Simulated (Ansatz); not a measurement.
The structure below was relaxed with plane-wave PAW DFT at the PBEsol level (Ansatz, a first-principles code, 420 eV), without spin-orbit coupling, at pressure −2 GPa.

```yaml
crystal:
  lattice:
    - [7.53261, 0.00000, 0.00000]
    - [-3.76631, 6.52343, 0.00000]
    - [0.00000, 0.00000, 5.24272]
  atoms:
    - { symbol: Nb, position: [0.75006, 0.00000, 0.75000] }
    - { symbol: Nb, position: [0.24994, 0.00000, 0.25000] }
    - { symbol: Nb, position: [0.75006, 0.75006, 0.25000] }
    - { symbol: Nb, position: [0.24994, 0.24994, 0.75000] }
    - { symbol: Nb, position: [0.00000, 0.75006, 0.75000] }
    - { symbol: Nb, position: [0.00000, 0.24994, 0.25000] }
    - { symbol: Nb, position: [0.66667, 0.33333, 0.50000] }
    - { symbol: Nb, position: [0.33333, 0.66667, 0.50000] }
    - { symbol: Nb, position: [0.33333, 0.66667, 0.00000] }
    - { symbol: Nb, position: [0.66667, 0.33333, 0.00000] }
    - { symbol: Si, position: [0.60671, 0.00000, 0.25000] }
    - { symbol: Si, position: [0.39329, 0.00000, 0.75000] }
    - { symbol: Si, position: [0.60671, 0.60671, 0.75000] }
    - { symbol: Si, position: [0.39329, 0.39329, 0.25000] }
    - { symbol: Si, position: [0.00000, 0.60671, 0.25000] }
    - { symbol: Si, position: [0.00000, 0.39329, 0.75000] }
```

Q: Find the space group and the Wyckoff positions.

A: Space group P6₃/mcm (No. 193); a = b = 7.533 Å, c = 5.243 Å, α = β = 90.00°, γ = 120.00°

```tsv
atom	site	symmetry	x	y	z
Nb	6g	m2m	0.2499	0.2499	0.7500
Nb	4d	3.2	0.3333	0.6667	0.0000
Si	6g	m2m	0.3933	0.3933	0.2500
```

Q: Describe the coordination.

A: The crystal has 16 atoms in its conventional cell. Cell: a = b = 7.533 Å, c = 5.243 Å, α = β = 90.00°, γ = 120.00°. Nb1 is coordinated by 3 Si at 2.597–2.687 Å and 2 Si at 2.835 Å and 10 Nb at 3.161–3.261 Å. Nb2 has 2 Nb at 2.621 Å and 6 Nb at 3.161 Å and 6 Si at 2.663 Å. Si sees 7 Nb at 2.597–2.687 Å and 2 Nb at 2.835 Å. (Neighbours: up to the widest gap in distance over summed covalent radii, below 1.35, at either atom; cation-cation and far metal-metal contacts left out.)

Load acts through the strain it causes; cell and atoms are relaxed under it. Stability against distortions was not tested. The final runs are not spin-polarised. The cell was made from Nb5Si3 (space group P6_3/mcm, No. 193) by this change: pressure −2 GPa.
